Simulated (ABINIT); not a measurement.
Input and output of a self-consistent single point for SnSeS (P1, 3 atoms in the cell) (ABINIT).

Level of theory: LDA (PW92), PAW (JTH v2.0 LDA PAW) (plane waves; ABINIT 10.0.3).

The change in words: atoms moved at random. Reference geometry:
```yaml
crystal:
  lattice:
    - [3.82713, 0.00000, 0.00000]
    - [-1.91357, 3.31439, 0.00000]
    - [0.00000, 0.00000, 6.47731]
  atoms:
    - { symbol: Sn, position: [0.33333, 0.66667, 0.00765] }
    - { symbol: Se, position: [0.00000, 0.00000, 0.75771] }
    - { symbol: S, position: [0.66667, 0.33333, 0.23464] }
```

Reference input (self-consistent single point, DFT, LDA (PW92), plane waves, PAW (JTH v2.0 LDA PAW)): pseudos = [Sn.LDA_PW-JTH.xml, Se.LDA_PW-JTH.xml, S.LDA_PW-JTH.xml]; ecut = 571 eV; pawecutdg = 1143 eV; pawxcdev = 0; ixc = 7; occopt = 1; ngkpt = 8 8 4; nshiftk = 1; shiftk = 0 0 0; potentials = JTH v2.0 LDA PAW; nband = 17; kptopt = 1. This run's input differs from it in these lines:

```diff
@@ -3,6 +3,6 @@
 pseudos "Sn.LDA_PW-JTH.xml, Se.LDA_PW-JTH.xml, S.LDA_PW-JTH.xml"
-acell 7.2322307384 7.2322307384 12.2403419243
+acell 7.2322313228 7.2322304462 12.2403419243
 rprim
-         1.0000000000    0.0000000188    0.0000000000
-        -0.5000000162    0.8660253944    0.0000000000
+         1.0000000000    0.0000000000    0.0000000000
+        -0.5000000606    0.8660253688    0.0000000000
          0.0000000000    0.0000000000    1.0000000000
@@ -13,5 +13,5 @@
 xcart
-        -0.0000000414    2.2095955119    0.0495514215
-         0.0000000000    0.0000000000    4.9079225601
-         1.9135658247    1.1047977918    1.5198360184
+        -0.0096252370    2.2373611083    0.0811606943
+         0.0507458568    0.0026415712    4.9135060013
+         1.8724453802    1.0743903205    1.4826433044
       Angstrom
```

Output (repeated stretches shortened):

```
--- !BeginCycle
solver: {iscf: 17, nstep: 80, nline: 4, wfoptalg: 10, }
tolerances: {tolvrs: 1.00E-10, }
...

     iter   Etot(hartree)      deltaE(h)  residm     nres2
 ETOT  1  -89.860282385927    -8.986E+01 1.629E-01 3.074E+00
 ETOT  2  -89.942943976595    -8.266E-02 9.132E-02 7.320E-01
 ETOT  3  -89.942103594716     8.404E-04 1.911E-02 6.260E-02
 ETOT  4  -89.942049549184     5.405E-05 6.317E-03 2.391E-03
 ETOT  5  -89.942050586007    -1.037E-06 3.038E-03 1.081E-04
   [... 4 lines left out ...]
 ETOT 10  -89.942050840521    -3.009E-10 1.746E-03 5.927E-09
 ETOT 11  -89.942050840548    -2.713E-11 7.889E-04 6.688E-10
 ETOT 12  -89.942050840552    -3.453E-12 6.118E-04 1.202E-10
 ETOT 13  -89.942050840552    -8.811E-13 6.223E-04 1.857E-11
 At SCF step   13       nres2   =  1.86E-11 < tolvrs=  1.00E-10 =>converged.

 Cartesian components of stress tensor (hartree/bohr^3)
  sigma(1 1)=  1.69615687E-04  sigma(3 2)= -1.22175489E-05
  sigma(2 2)=  1.68756893E-04  sigma(3 1)= -2.94880106E-05
  sigma(3 3)=  1.13603309E-04  sigma(2 1)= -1.06215094E-06

 ----iterations are completed or convergence reached----

 reduced coordinates (array xred) for    3 atoms
       0.335007001456      0.675044002949      0.012530000055
       0.013658000069      0.000796999997      0.758572003313
       0.651335002839      0.324159001419      0.228898001004
 cartesian forces (eV/Angstrom) at end:
    1      0.06508294214557    -0.21791205113440    -0.72240806345114
    2     -0.18660304733213     0.03620984020809     0.66085339061894
   [... lines left out ...]
 Fermi (or HOMO) energy (hartree) =   0.07370   Average Vxc (hartree)=  -0.34502
   [... lines left out ...]
local_psp           : -1.04079884464708E+02
total_energy        : -8.99420506193538E+01
total_energy_eV     : -2.44744766455879E+03
...

-Cartesian components of stress tensor (GPa)         [Pressure= -4.4325E+00 GPa]
- sigma(1 1)=  4.99026496E+00  sigma(3 2)= -3.59452637E-01
- sigma(2 2)=  4.96499837E+00  sigma(3 1)= -8.67567080E-01
- sigma(3 3)=  3.34232418E+00  sigma(2 1)= -3.12495542E-02

 Calculation completed.
```

The run converged in 13 iterations. Against the reference run the free energy goes up by 4.4 meV/atom, the pressure goes from -5.18 to -4.43 GPa, the largest force goes from 0.537 to 0.757 eV/Å and the gap on the mesh goes from 0.748 to 0.486 eV.

The starting cell comes from a database of computed structures (which also holds hypothetical and non-ambient phases and stackings), without a prior relaxation at this level. Its lattice was rescaled by a random factor within 2.5 % of one. For this run, on top of that: atoms moved at random. With a pressure of about -4 GPa the cell is away from its equilibrium volume at this level.

Cost on one core of a shared machine: roughly 4 min.
